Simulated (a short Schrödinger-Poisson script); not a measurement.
Gated In0.52Al0.48As/In0.53Ga0.47As modulation-doped gas in a quantum well

System: gated In0.52Al0.48As/In0.53Ga0.47As modulation-doped gas in a quantum well, at 77 K.

```csv
layer,material,thickness (nm),Nd (cm⁻³),Na (cm⁻³)
1,In0.52Al0.48As,10,-,-
2,In0.52Al0.48As,20,9.6e17,-
3,In0.52Al0.48As,10,-,-
4,In0.53Ga0.47As,6,-,-
5,In0.52Al0.48As,4000,-,1e15
```

Constants are typed, rounded textbook-type inputs, not results; the design itself was drawn at random and stands for no fabricated device. In0.52Al0.48As: permittivity 12.5, conduction-band edge (eV) 0.52, gap (eV) 1.45, electron mass (mₑ) 0.075, Nv at 300 K (cm⁻³) 1.1e19. In0.53Ga0.47As: permittivity 13.9, conduction-band edge (eV) 0, gap (eV) 0.74, Nv at 300 K (cm⁻³) 7.7e18.

Channel valleys (confinement mass, in-plane density-of-states mass, number): Γ 0.041, 0.041, 1. At the gate the conduction-band edge of layer 1 lies 0.65 eV − eVg above the Fermi level of the channel; the field vanishes at the back. Donor level 0.05 eV below the band edge. The barrier under the gate holds no holes. Gaps are held at their typed values at every temperature. Mesh 0.08 nm at interfaces.

Solved with a short Schrödinger-Poisson script written for these runs: 1D Poisson equation in equilibrium, electrons quantum, Hartree plus LDA exchange-correlation (BenDaniel-Duke, 40 states a valley, the channel's in-plane mass for all, wave functions free to enter the barrier), parabolic valleys, classical holes, donors ionised by Fermi statistics, acceptors fully, no traps, pinning or gate leakage.

| Vg (V) | electrons (cm⁻²) | in the channel layer | C (μF/cm²) | Γ E0 (meV) | Γ E1 (meV) |
|---|---|---|---|---|---|
| 0.4 | 1.01e12 | 9.37e11 | 0.274 | -58.7 | 106.3 |
| 0.35 | 9.31e11 | 8.67e11 | 0.245 | -54.3 | 135.2 |
| 0.3 | 8.55e11 | 7.97e11 | 0.244 | -49.9 | 163.8 |
| 0.25 | 7.79e11 | 7.26e11 | 0.244 | -45.4 | 191.4 |
| 0.2 | 7.02e11 | 6.55e11 | 0.244 | -41.0 | 218.1 |
| 0.15 | 6.26e11 | 5.85e11 | 0.244 | -36.5 | 244.0 |
| 0.1 | 5.50e11 | 5.14e11 | 0.244 | -32.1 | 263.2 |
| 0.05 | 4.74e11 | 4.43e11 | 0.244 | -27.6 | 268.1 |
| 0 | 3.98e11 | 3.72e11 | 0.244 | -23.0 | 273.1 |
| -0.05 | 3.22e11 | 3.01e11 | 0.244 | -18.4 | 278.1 |
| -0.1 | 2.46e11 | 2.30e11 | 0.243 | -13.6 | 283.2 |
| -0.15 | 1.71e11 | 1.60e11 | 0.241 | -8.3 | 288.8 |
| -0.2 | 9.69e10 | 9.05e10 | 0.234 | -2.0 | 295.3 |
| -0.25 | 2.83e10 | 2.65e10 | 0.197 | 8.4 | 305.6 |
| -0.3 | 1.57e8 | 1.47e8 | 0.0133 | 43.7 | 340.4 |

Gate voltages with under 1e6 electrons/cm² are left out.

Subbands count from the Fermi level.
